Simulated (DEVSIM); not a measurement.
System: Schottky contact on n-type GaAs, at 300 K.

| layer (left to right) | material | thickness (μm) | Nd (cm⁻³) | τn (s) | τp (s) |
|---|---|---|---|---|---|
| 1 | GaAs | 15.0 | 1.7e15 | 1.3e-8 | 1.3e-8 |

Left contact: Schottky, work function 4.96 eV, emission velocity 1.1e7 cm/s. Right contact: ohmic. Voltage is applied to the left contact. Recombination: SRH at mid-gap. Mobility is μmin + (μ − μmin)/(1 + (N/Nref)^α).

Constants are typed, rounded textbook-type inputs, not results; the design itself was drawn at random and stands for no fabricated device. Values at 300 K; Nc and Nv go as T^1.5, mobilities as T to minus their exponent, the gap by Varshni's rule with the affinity fixed.

```
parameter             GaAs
----------------  --------
gap (eV)             1.424
affinity (eV)         4.07
permittivity          12.9
Nc (cm⁻³)           4.7e17
Nv (cm⁻³)             9e18
μn (cm²/Vs)           8500
μp (cm²/Vs)            400
μn,min                 500
μp,min                  20
Nref,n                6e16
Nref,p              1.5e17
αn                    0.39
αp                    0.38
T exponent of μn       2.1
T exponent of μp       2.2
Varshni α (eV/K)  0.000541
Varshni β (K)          204
```

Model (solved in DEVSIM): 1D drift-diffusion, Boltzmann statistics, complete ionisation; no tunnelling, impact ionisation, image-force lowering or self-heating. Metal contacts follow the ideal Schottky-Mott rule: no Fermi-level pinning, no interface dipoles.

The temperature was swept, all else fixed.

```json
[
 {"temperature (K)": "250", "dark forward voltage at 100 A/cm² (V)": "0.763", "potential step across the device at zero bias (V)": "0.775", "dark forward voltage at 1 A/cm² (V)": "0.606", "largest field in the device at zero bias (V/cm)": "19000"},
 {"temperature (K)": "300", "dark forward voltage at 100 A/cm² (V)": "0.745", "potential step across the device at zero bias (V)": "0.745", "dark forward voltage at 1 A/cm² (V)": "0.543", "largest field in the device at zero bias (V/cm)": "19000"},
 {"temperature (K)": "350", "dark forward voltage at 100 A/cm² (V)": "0.733", "potential step across the device at zero bias (V)": "0.713", "dark forward voltage at 1 A/cm² (V)": "0.480", "largest field in the device at zero bias (V/cm)": "18000"},
 {"temperature (K)": "400", "dark forward voltage at 100 A/cm² (V)": "0.725", "potential step across the device at zero bias (V)": "0.681", "dark forward voltage at 1 A/cm² (V)": "0.416", "largest field in the device at zero bias (V/cm)": "18000"},
 {"temperature (K)": "450", "dark forward voltage at 100 A/cm² (V)": "0.720", "potential step across the device at zero bias (V)": "0.648", "dark forward voltage at 1 A/cm² (V)": "0.352", "largest field in the device at zero bias (V/cm)": "17000"},
 {"temperature (K)": "500", "dark forward voltage at 100 A/cm² (V)": "0.718", "potential step across the device at zero bias (V)": "0.615", "dark forward voltage at 1 A/cm² (V)": "0.287", "largest field in the device at zero bias (V/cm)": "17000"}
]
```

From the first row to the last the dark forward voltage at 100 A/cm² goes from 0.763 to 0.718. From the first row to the last the potential step across the device at zero bias goes from 0.775 to 0.615.
